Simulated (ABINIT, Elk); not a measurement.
An ABINIT input for a self-consistent single point of YTi2Ga4 (I4/mmm, 7 atoms in the cell) (DFT, PBEsol, plane waves, norm-conserving pseudopotentials (PseudoDojo nc-sr-04 PBEsol standard)):

```
# Y(TiGa2)2, PseudoDojo nc-sr-04 PBEsol standard
pp_dirpath "./"
pseudos "Y.upf, Ti.upf, Ga.upf"
acell 10.4421631214 10.4421631214 10.4421631214
rprim
        -0.6140200117    0.6140200117    0.4959423863
         0.6140200117   -0.6140200117    0.4959423863
         0.6140200117    0.6140200117   -0.4959423863
natom 7
ntypat 3
znucl 39 22 31
typat 1 2 2 3 3 3 3
xred
         0.0000000000    0.0000000000    0.0000000000
         0.7500000000    0.2500000000    0.5000000000
         0.2500000000    0.7500000000    0.5000000000
         0.3034900000    0.6965100000    0.0000000000
         0.6965100000    0.3034900000    0.0000000000
         0.6965100000    0.6965100000    0.3930200000
         0.3034900000    0.3034900000    0.6069800000
ecut 42
occopt 7
tsmear 0.00499791
nband 55
kptopt 1
ngkpt 5 5 5
nshiftk 1
shiftk 0 0 0
nstep 80
tolvrs 1.0e-10
prtwf 0
prtden 0
```

Task: Give the Elk input for the same structure, mesh, smearing and functional.

Result: This is the input that was run; spellings and numerical settings could be chosen otherwise.

```
tasks
  0

xctype
  22

rgkmax
  8.0

gmaxvr
  14.0

nxoapwlo
  1

rmtscf
  0.99

stype
  0

swidth
  0.00499791

avec
   -6.4116971217    6.4116971217    5.1787112966
    6.4116971217   -6.4116971217    5.1787112966
    6.4116971217    6.4116971217   -5.1787112966

sppath
  'species/'

atoms
  3   : nspecies
  'Y.in'   : spfname
  1   : natoms; atposl, bfcmt below
  0.0000000000  0.0000000000  0.0000000000    0.0 0.0 0.0
  'Ti.in'   : spfname
  2   : natoms; atposl, bfcmt below
  0.7500000000  0.2500000000  0.5000000000    0.0 0.0 0.0
  0.2500000000  0.7500000000  0.5000000000    0.0 0.0 0.0
  'Ga.in'   : spfname
  4   : natoms; atposl, bfcmt below
  0.3034900000  0.6965100000  0.0000000000    0.0 0.0 0.0
  0.6965100000  0.3034900000  0.0000000000    0.0 0.0 0.0
  0.6965100000  0.6965100000  0.3930200000    0.0 0.0 0.0
  0.3034900000  0.3034900000  0.6069800000    0.0 0.0 0.0

ngridk
  5 5 5
```

Basis settings and potentials, where a program has them, do not carry over. This input uses DFT, PBEsol, all-electron FP-LAPW, Elk's shipped species files, LAPW+lo basis.

The starting cell comes from a database of computed structures (which also holds hypothetical and non-ambient phases and stackings), without a prior relaxation at this level. Its lattice was rescaled by a random factor within 2.5 % of one.
